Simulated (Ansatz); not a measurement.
The starting structures come from a database of crystals and need not be the phases stable at ambient conditions.

The decay constant κ of evanescent states in the gap governs leakage through a thin film.

Input:

```
Ba2PtH6
1.0
    6.02245     0.00000     0.00000
    0.00000     7.89357     0.00000
    0.00000     2.29820     5.56779
Ba H Pt
4 12 2
Direct
  0.00000   0.71708   0.64146
  0.00000   0.28292   0.35854
  0.50000   0.28292   0.85854
  0.50000   0.71708   0.14146
  0.75000   0.50000   0.50055
  0.25000   0.50000   0.49945
  0.25000   0.50000   0.99945
  0.75000   0.50000   0.00055
  0.00000   0.22692   0.88654
  0.00000   0.77308   0.11346
  0.50000   0.77308   0.61346
  0.50000   0.22692   0.38654
  0.80563   0.00000   0.80349
  0.19437   0.00000   0.19651
  0.30563   0.00000   0.69651
  0.69437   0.00000   0.30349
  0.00000   0.00000   0.00000
  0.50000   0.00000   0.50000
```

The cell is taken as given; by PBEsol it stands under a pressure of -2.1 GPa.

Transport runs along the normal of the first two printed cell vectors.

No gap correction and no spin-orbit coupling; mid-gap is the computed energy nearest the middle.

Predict the band gap and the smallest decay constant κ at mid-gap from PBEsol (Ansatz, a quantum-chemistry and plane-wave program).

Gap 1.78 eV on a 6×6×6 mesh; κ = 0.183 1/Å, at (0.000, 0.250) of the in-plane reciprocal vectors. At the zone centre the slowest state has κ = 0.19 1/Å.
